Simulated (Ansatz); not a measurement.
**Habitual settings against a tight run: LaInPt (P-62m, 9 atoms in the cell)**

Self-consistent single point.

```
CELL_PARAMETERS angstrom
      7.55803     0.00000     0.00000
     -3.77901     6.54544     0.00000
      0.00000     0.00000     4.09621
ATOMIC_POSITIONS crystal
  La 0.41395 0.41395 0.50000
  La 0.00000 0.58605 0.50000
  La 0.58605 0.00000 0.50000
  In 0.75507 0.75507 0.00000
  In 0.00000 0.24493 0.00000
  In 0.24493 0.00000 0.00000
  Pt 0.66667 0.33333 0.00000
  Pt 0.33333 0.66667 0.00000
  Pt 0.00000 0.00000 0.50000
```

Method of the run: PBEsol, PAW files made with PBE (plane waves; Ansatz, a first-principles code).

Base settings: basis.ecutwfc = 420 eV; kpoints.mp_grid.grid = 4 4 7; hamiltonian.xc = pbesol; hamiltonian.pseudopotentials = {kind: paw} (the program's default PAW files); scf.occupations.method = cold; scf.occupations.width = 0.136 eV.

Tight run (finer mesh or higher cutoff; not a proven limit): basis.ecutwfc: 420 eV → 590 eV; kpoints.mp_grid.grid: 4 4 7 → 6 6 10; scf.convergence.dr2_threshold: default (1e-07 eV) → 1e-09 eV. It gave Fermi level (on the code's own zero) 15.31 eV; pressure 3.23 GPa; largest force (vector length) 0.228 eV/Å.

Quick runs, as changes from the base:
- A: the base itself
- B: basis.ecutwfc: 420 eV → 210 eV; kpoints.mp_grid.grid: 4 4 7 → 4 4 4; hamiltonian.xc: pbesol → lda; scf.occupations.method: cold → methfessel_paxton [LDA (PW92)]
- C: basis.ecutwfc: 420 eV → 250 eV; kpoints.mp_grid.grid: 4 4 7 → 1 1 1; scf.occupations.method: cold → fermi_dirac; scf.occupations.width: 0.136 eV → 0.272 eV; scf.convergence.dr2_threshold: default (1e-07 eV) → 0.0001 eV
- D: basis.ecutwfc: 420 eV → 335 eV; kpoints.mp_grid.grid: 4 4 7 → 2 2 2; scf.occupations.width: 0.136 eV → 0.5 eV; scf.convergence.dr2_threshold: default (1e-07 eV) → 0.0001 eV
- E: basis.ecutwfc: 420 eV → 210 eV; kpoints.mp_grid.grid: 4 4 7 → 2 2 2; scf.occupations.method: cold → fermi_dirac; scf.occupations.width: 0.136 eV → 0.2 eV

Energies are extrapolated to zero smearing width, which holds to low order in the width alone.

Dashes: energy of B, another energy zero.

† marks runs with another functional, U, potentials or spin treatment: their distance from the tight run is not a convergence error alone.

The count of work is k-points × plane waves × bands × iterations; it is no time. 

Pressures in the table are Ansatz's without its Pulay estimate, at a fixed set of plane waves; the tight run's value above holds the estimate.

The starting cell comes from a database of computed structures (which also holds hypothetical and non-ambient phases and stackings), without a prior relaxation at this level. Its lattice was rescaled by a random factor within 2.5 % of one. Spin polarisation is off. In the base run, with a pressure of about 3 GPa the cell is away from its equilibrium volume at this level.

```
run  energy less tight (meV/atom)  pressure less tight (GPa)  largest miss in a force vector (eV/Å)  count of work / tight
---  ----------------------------  -------------------------  -------------------------------------  ---------------------
A                             0.6                      -0.04                                  0.068                   0.19
B†                              –                    -137.05                                  0.305                  0.055
C                           854.0                     -37.46                                  0.543                 0.0064
D                             1.3                      -0.69                                  0.193                  0.038
E                          3592.6                    -132.92                                  0.092                  0.019
```

Among the runs at the tight run's level, the energy misses run from 0.6 to 3592.6 meV/atom.

Left out of this page: 1 run of the series with a known weakness of the program.

Keys are those of Ansatz 0.2.
